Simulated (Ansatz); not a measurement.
# A computed series for BP: response to strain

Take BP in the zinc blende structure (space group F-43m, No. 216) as the base.

```xyz
2
Lattice="0.0000 2.2742 2.2742 2.2742 0.0000 2.2742 2.2742 2.2742 0.0000" Properties=species:S:1:pos:R:3 pbc="T T T"
B      0.0000     0.0000     0.0000
P      1.1371     1.1371     1.1371
```

Strains are applied to the cell and any free atomic positions relax.

Method: PBE (Ansatz, a quantum-chemistry and plane-wave program; PAW; 420 eV plane waves; no spin-orbit coupling).

```json
[
 {"change": "base", "smallest direct gap": "3.39 eV", "pressure": "0.01 GPa", "band gap": "1.25 eV"},
 {"change": "isotropic strain −3.00 %", "smallest direct gap": "3.55 eV", "pressure": "17.60 GPa", "band gap": "1.11 eV"},
 {"change": "isotropic strain −2.00 %", "smallest direct gap": "3.49 eV", "pressure": "11.02 GPa", "band gap": "1.16 eV"},
 {"change": "isotropic strain −1.50 %", "smallest direct gap": "3.46 eV", "pressure": "…", "band gap": "1.18 eV"},
 {"change": "isotropic strain −1.00 %", "smallest direct gap": "3.44 eV", "pressure": "5.18 GPa", "band gap": "1.21 eV"},
 {"change": "isotropic strain −0.50 %", "smallest direct gap": "3.42 eV", "pressure": "2.51 GPa", "band gap": "1.23 eV"},
 {"change": "isotropic strain +1.50 %", "smallest direct gap": "3.33 eV", "pressure": "-6.64 GPa", "band gap": "…"},
 {"change": "isotropic strain +2.00 %", "smallest direct gap": "3.31 eV", "pressure": "-8.58 GPa", "band gap": "1.33 eV"},
 {"change": "isotropic strain +2.50 %", "smallest direct gap": "3.30 eV", "pressure": "-10.40 GPa", "band gap": "1.35 eV"},
 {"change": "isotropic strain +3.00 %", "smallest direct gap": "3.28 eV", "pressure": "…", "band gap": "…"}
]
```

Q: Fill in the withheld entries from the trend.

A: 
- isotropic strain −1.50 %, pressure: 8.01 GPa
- isotropic strain +1.50 %, band gap: 1.31 eV
- isotropic strain +3.00 %, pressure: -12.10 GPa
- isotropic strain +3.00 %, band gap: 1.37 eV

Stability against distortions was not tested.
